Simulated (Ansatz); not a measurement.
Consider a periodic stack without vacuum, fluorite-type CoSi2 (0 0 1) on cubic SrTiO3 (0 0 1) (film strained to the substrate, faces as cut): substrate slab Sr4O10Ti3, film Co4Si8, surface cells [[0, 1], [-1, 0]] and [[1, 0], [1, 1]], film strained by +3.9 and +3.9 %, faces OSr/OSr and Si/Co as cut (like faces can put a slab off its formula). Its start:

```xyz
29
Lattice="3.9368 0.0000 -0.0015 0.0000 3.9368 -0.0211 0.9743 -0.7960 25.8827" Properties=species:S:1:pos:R:3 pbc="T T T"
Sr     3.9319    -0.1770     1.0421
O      1.9630     1.8583     0.9023
Sr     3.9297    -0.0795     4.9466
Ti     1.9633     1.8490     2.9360
O      3.9325     1.8608     2.8839
O      1.9651    -0.1055     2.8934
O      1.9629     1.8824     4.8542
Sr     3.9254    -0.0540     8.9028
Ti     1.9588     1.9098     6.9278
O      3.9303     1.9020     6.8389
O      1.9627    -0.0698     6.8507
O      1.9594     1.9079     8.8212
Sr     3.9228    -0.0424    12.7683
Ti     1.9562     1.9181    10.9323
O      3.9247     1.9167    10.8177
O      1.9555    -0.0512    10.8286
O      1.9566     1.9266    12.7850
Co     2.8918     0.5729    19.7493
Co     0.8895     2.4839    17.1989
Co     2.9333     0.7306    24.7683
Co     0.9497     2.6041    22.2420
Si     0.9530     0.5505    18.4858
Si     2.9564     2.5349    18.5000
Si     2.9028     2.5178    15.9980
Si     1.3889     0.5276    16.0014
Si     0.9620     0.6659    23.6227
Si     2.9255     2.6846    23.6178
Si     2.9202     2.5713    21.0359
Si     0.9510     0.6294    21.0469
```

The start was prepared with a machine-learned potential, and the result is one local minimum, with the in-plane cell held and forces under 0.04 eV/Å; the film can end far from its bulk form.

These are PBE (plane waves to 420 eV, PAW; Ansatz, a program for electronic structure) values and carry that method's errors. Spin–orbit coupling is left out; the runs are not spin-polarised; PBE gaps are too small against experiment. Its k-point mesh 8×8×1, Fermi–Dirac width 0.05 eV.

### Question
Predict the relaxed interface.

### Answer
interface area: 15.5 Å²
period: 25.88 Å
gaps between the outermost planes at the two interfaces: 2.99 and 1.80 Å
Co–Sr contacts across the interfaces within 1.22 times the sum of covalent radii: 4, mean 3.46 Å
Si–Sr contacts across the interfaces within 1.22 times the sum of covalent radii: 4, mean 3.58 Å
Co–O contacts across the interfaces within 1.22 times the sum of covalent radii: 1, mean 1.80 Å
